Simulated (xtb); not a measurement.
xtb 6.7.1, GFN2-xTB: Si(H)2(Me)(OEt) (CCO[SiH2]C), 15 atoms. The geometry is a generated start, not checked to be a minimum at this level.

```
Item                       Value
-----------------  -------------
run flags                 --grad
method                  GFN2-xTB
--acc                1 (default)
--etemp (K)        300 (default)
basis functions               36
valence electrons             32
```

```xyz
15

Si     1.3081    -0.6931    -0.2024
C      2.4978     0.4569     0.7060
O     -0.1299     0.0238     0.0131
C     -1.3805    -0.3816    -0.4715
C     -2.4393     0.6169    -0.0306
H      1.3087    -2.0505     0.3603
H      1.6291    -0.8044    -1.6333
H      2.5018     1.4515     0.2729
H      2.2392     0.5544     1.7549
H      3.5074     0.0648     0.6473
H     -1.3440    -0.4428    -1.5661
H     -1.6147    -1.3825    -0.0877
H     -2.4591     0.6769     1.0544
H     -3.4175     0.3083    -0.3896
H     -2.2070     1.6015    -0.4277
```

One run each on 1 thread. Values of broydamp tried: 0.02, 0.05, 0.1, 0.2, 0.4 (default), 0.6, 0.8, 1.

### Question
Predict the course of the SCC iterations along this series.

### Answer
Fewest SCC iterations, within one of each other: 0.4 (default) with 12, 0.6 with 12, 0.8 with 13, 1 with 13. The count rises to 20 at 0.02. All converge to one solution.

```tsv
broydamp	SCC iterations	end
0.02	20	same solution
0.05	18	same solution
0.1	16	same solution
0.2	14	same solution
0.4 (default)	12	same solution
0.6	12	same solution
0.8	13	same solution
1	13	same solution
```
